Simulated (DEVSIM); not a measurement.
Device: illuminated Si n-on-p cell, one wavelength, at 300 K.

Layer 1 from the left is Si, thickness (μm) 0.210, Nd (cm⁻³) 1.2e19, τn (s) 1.1e-8, τp (s) 1.1e-7, absorption coefficient (cm⁻¹) 17000. Layer 2 from the left is Si, thickness (μm) 270, Na (cm⁻³) 1.8e15, τn (s) 4.3e-7, τp (s) 4.3e-7, absorption coefficient (cm⁻¹) 17000.

Left contact: ohmic, minority hole recombination velocity 1e6 cm/s. Right contact: ohmic, minority electron recombination velocity 3e6 cm/s. Voltage is applied to the left contact. Recombination: SRH at mid-gap, radiative, Auger. Light enters at the left, 6.2e17 photons cm⁻² s⁻¹, one pass, no reflection. Mobility is μmin + (μ − μmin)/(1 + (N/Nref)^α).

Constants are typed, rounded textbook-type inputs, not results; the design itself was drawn at random and stands for no fabricated device. Values at 300 K.

Si: gap (eV) 1.124, affinity (eV) 4.05, permittivity 11.7, Nc (cm⁻³) 2.86e19, Nv (cm⁻³) 3.1e19, μn (cm²/Vs) 1417, μp (cm²/Vs) 470, μn,min 52, μp,min 45, Nref,n 9.7e16, Nref,p 2.2e17, αn 0.68, αp 0.72, B (cm³/s) 4.7e-15, Cn (cm⁶/s) 2.8e-31, Cp (cm⁶/s) 9.9e-32.

Simulated with DEVSIM: 1D drift-diffusion, Boltzmann statistics, complete ionisation; no tunnelling, impact ionisation, image-force lowering or self-heating.

Task: What does the simulation give for the potential step across the device at zero bias, the share of generated pairs collected at short circuit, the largest field in the device at zero bias?

Result: potential step across the device at zero bias 0.849 V; share of generated pairs collected at short circuit 0.851; largest field in the device at zero bias 180000 V/cm.
